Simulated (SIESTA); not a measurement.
# Input and output of a self-consistent single point for TiSi (Amm2, 2 atoms in the cell) (SIESTA)

Level of theory: GGA PBEsol, numerical atomic orbitals DZP, PseudoDojo PBEsol standard norm-conserving potentials (rewritten from UPF to PSML) (SIESTA).

The input file:

```
# files in the folder: Ti.psml Si.psml (PseudoDojo PBEsol standard)
SystemName  TiSi
SystemLabel siesta

NumberOfAtoms                2
NumberOfSpecies              2
%block ChemicalSpeciesLabel
  1 22 Ti
  2 14 Si
%endblock ChemicalSpeciesLabel
LatticeConstant              1.0 Bohr
%block LatticeVectors
     7.245739085    0.000000000    0.000000000
     0.000000000    3.445909919    4.080631130
     0.000000000   -3.445909919    4.080631130
%endblock LatticeVectors
AtomicCoordinatesFormat      Bohr
%block AtomicCoordinatesAndAtomicSpecies
     0.000000000   -0.000000000    0.365951000  1
     3.622869543   -0.000000000    4.543048249  2
%endblock AtomicCoordinatesAndAtomicSpecies

XC.functional                GGA
XC.authors                   PBEsol
PAO.BasisSize                DZP
PAO.EnergyShift              0.01 Ry
MeshCutoff                   400 Ry
%block kgrid.MonkhorstPack
   11   0   0  0.0
    0  16   0  0.0
    0   0  16  0.0
%endblock kgrid.MonkhorstPack
OccupationFunction           FD
ElectronicTemperature        1578.21 K

MaxSCFIterations             150
SCF.Mixer.Method             Pulay
SCF.Mixer.Weight             0.1
SCF.Mixer.History            8
SCF.DM.Tolerance             1.0E-04
Diag.ParallelOverK           true
WriteForces                  true
```

Output (repeated stretches shortened):

```
reinit: Reading from file input.fdf

reinit: System Name: TiSi
reinit: System Label: siesta

coor:   Atomic-coordinates input format  =     Cartesian coordinates
coor:                                            (in Bohr units)

siesta: Atomic coordinates (Bohr) and species
siesta:      0.00000  -0.00000   0.36595  1        1
siesta:      3.62287  -0.00000   4.54305  2        2

siesta: System type = bulk

initatomlists: Number of atoms, orbitals, and projectors:      2    32    36

siesta: ******************** Simulation parameters ****************************
redata: Spin configuration                          = none
redata: Time-Reversal Symmetry                      = T
redata: Number of Atomic Species                    =        2
redata: Mesh Cutoff                                 =   400.0000 Ry
redata: Net charge of the system                    =     0.0000 |e|
redata: Min. number of SCF Iter                     =        0
redata: Max. number of SCF Iter                     =      150
redata: SCF convergence failure will abort job
redata: SCF mix quantity                            = Hamiltonian
redata: Mix DM or H after convergence               =   F
redata: Recompute H after scf cycle                 =   F
redata: Mix DM in first SCF step                    =   T
redata: No kicks to SCF
redata: DM Mixing Weight for Kicks                  =     0.5000
redata: Require Harris convergence for SCF          =   F
redata: Harris energy tolerance for SCF             =     0.000100 eV
redata: Require DM convergence for SCF              =   T
redata: DM tolerance for SCF                        =     0.000100
redata: Require EDM convergence for SCF             =   F
redata: EDM tolerance for SCF                       =     0.001000 eV
redata: Require H convergence for SCF               =   T
redata: Hamiltonian tolerance for SCF               =     0.001000 eV
redata: Require (free) Energy convergence for SCF   =   F
redata: (free) Energy tolerance for SCF             =     0.000100 eV
redata: Using DFT-D3 dispersion                     =   F
redata: Using Saved Data (generic)                  =   F
redata: Method of Calculation                       = Diagonalization
redata: Electronic Temperature                      =  1578.2100 K
redata: Number of TDED substeps                     =        3
redata: Dynamics option                             = Single-point calculation
redata: Save all siesta data in one NC              =   F
redata: ***********************************************************************

%block SCF.Mixers
  Pulay
%endblock SCF.Mixers

%block SCF.Mixer.Pulay
  # Mixing method
  method pulay
  variant stable

  # Mixing options
  weight 0.1000
  weight.linear 0.1000
  history 8
%endblock SCF.Mixer.Pulay

DM_history_depth set to one: no extrapolation allowed by default for geometry relaxation
Size of DM history Fstack: 1
Total number of electrons:    16.000000
Total ionic charge:    16.000000

* ProcessorY, Blocksize:    1  33

* Orbital distribution balance (max,min):    32    32

k-point displ. along   2 input, could be:     0.00    0.50
k-point displ. along   3 input, could be:     0.00    0.50
 Kpoints in:         1536 . Kpoints trimmed:         1424

siesta: k-grid: Number of k-points = 1424
siesta: k-points from Monkhorst-Pack grid
siesta: k-cutoff (effective) =    21.089 Ang
siesta: k-point supercell and displacements
siesta: k-grid:    11     0     0      0.000
siesta: k-grid:     0    16     0      0.000
siesta: k-grid:     0     0    16      0.000

diag: Algorithm                                     = D&C
diag: Parallel over k                               =   F
diag: Use parallel 2D distribution                  =   F
diag: Parallel block-size                           = 33
diag: Parallel distribution                         =     1 x     1
diag: Used triangular part                          = Lower
diag: Absolute tolerance                            =  0.100E-15
diag: Orthogonalization factor                      =  0.100E-05
diag: Memory factor                                 =  1.0000

superc: Internal auxiliary supercell:     5 x     7 x     7  =     245
superc: Number of atoms, orbitals, and projectors:    490   7840   8820

                        Single-point calculation

superc: Internal auxiliary supercell:     5 x     7 x     7  =     245
superc: Number of atoms, orbitals, and projectors:    490   7840   8820

outcell: Unit cell vectors (Ang):
        3.834280    0.000000    0.000000
        0.000000    1.823497    2.159377
        0.000000   -1.823497    2.159377

outcell: Cell vector modules (Ang)   :    3.834280    2.826314    2.826314
outcell: Cell angles (23,13,12) (deg):     80.3592     90.0000     90.0000
outcell: Cell volume (Ang**3)        :     30.1959
new_DM -- step:     1
Initializing Density Matrix...

Attempting to read DM from file... Failed...
DM filled with atomic data:

InitMesh: MESH = 48 x 36 x 36 = 62208
InitMesh: Mesh cutoff (required, used) =   400.000   433.129 Ry

stepf: Fermi-Dirac step function

        iscf     Eharris(eV)        E_KS(eV)     FreeEng(eV)     dDmax    Ef(eV) dHmax(eV)
   scf:    1    -1715.241995    -1727.516874    -1727.587040  1.747247 -4.530946  7.738030
   scf:    2    -1729.247164    -1728.468358    -1728.539838  0.091149 -4.779188  5.038729
   scf:    3    -1729.185359    -1729.084280    -1729.160671  0.148964 -5.230541  0.711109
   scf:    4    -1729.036561    -1729.106157    -1729.185886  0.093885 -5.182496  1.344085
   scf:    5    -1729.086669    -1729.140881    -1729.222958  0.054979 -5.382095  0.633617
   scf:    6    -1729.161286    -1729.155758    -1729.237139  0.020139 -5.336195  0.087235
   scf:    7    -1729.156701    -1729.156313    -1729.237429  0.004411 -5.323688  0.014017
   scf:    8    -1729.156405    -1729.156361    -1729.237443  0.001056 -5.322141  0.017403
   scf:    9    -1729.156328    -1729.156352    -1729.237453  0.000739 -5.324323  0.006593
   scf:   10    -1729.156374    -1729.156364    -1729.237454  0.000251 -5.323598  0.000549
   scf:   11    -1729.156364    -1729.156364    -1729.237454  0.000002 -5.323605  0.000494

SCF Convergence by DM+H criterion
max |DM_out - DM_in|         :     0.0000018827
max |H_out - H_in|      (eV) :     0.0004941942
SCF cycle converged after 11 iterations

Using DM_out to compute the final energy and forces

siesta: E_KS(eV) =            -1729.1564

siesta: E_KS - E_eggbox =     -1729.1564

siesta: Atomic forces (eV/Ang):
     1    0.000000   -0.000000    0.028126
     2    0.000000    0.000000   -0.032041
   Tot    0.000000   -0.000000   -0.003915
   Max    0.032041
   Res    0.017405    sqrt( Sum f_i^2 / 3N )
   Max    0.032041    constrained

Stress tensor Voigt[x,y,z,yz,xz,xy] (kbar):       83.10       81.69       81.37       -0.00        0.00       -0.00
(Free)E + p*V (eV/cell)    -1730.7839
Target enthalpy (eV/cell)    -1729.2375

siesta: Program's energy decomposition (eV):
siesta: Ebs     =      -426.037426
siesta: Eions   =      2611.650840
siesta: Ena     =       425.510961
siesta: Ekin    =       685.594531
siesta: Enl     =        25.397158
siesta: Eso     =         0.000000
siesta: Edftu   =         0.000000
siesta: DEna    =        24.062445
siesta: DUscf   =         0.569685
siesta: DUext   =         0.000000
siesta: Ex      =      -254.821272
siesta: Ec      =       -23.819032
siesta: Exc     =      -278.640303
siesta: Eharris =     -1729.156364
siesta: Etot    =     -1729.156364
siesta: FreeEng =     -1729.237454

siesta: Stress tensor (static) (eV/Ang**3):
siesta:     0.051865   -0.000000    0.000000
siesta:    -0.000000    0.050986   -0.000000
siesta:     0.000000   -0.000000    0.050788

siesta: Cell volume =         30.195856 Ang**3

siesta: Pressure (static):
siesta:                Solid            Molecule  Units
siesta:          -0.00055778         -0.00054978  Ry/Bohr**3
siesta:          -0.05121286         -0.05047879  eV/Ang**3
siesta:         -82.05203978        -80.87593793  kBar
```

The run converged in 11 iterations.

The starting cell comes from a database of computed structures (which also holds hypothetical and non-ambient phases and stackings), without a prior relaxation at this level. Its lattice was rescaled by a random factor within 2.5 % of one. Spin polarisation is off. Values carry the incompleteness of an atom-centred basis. With a pressure of about -8 GPa the cell is away from its equilibrium volume at this level.

Cost on one core of a shared machine: roughly 40 s.
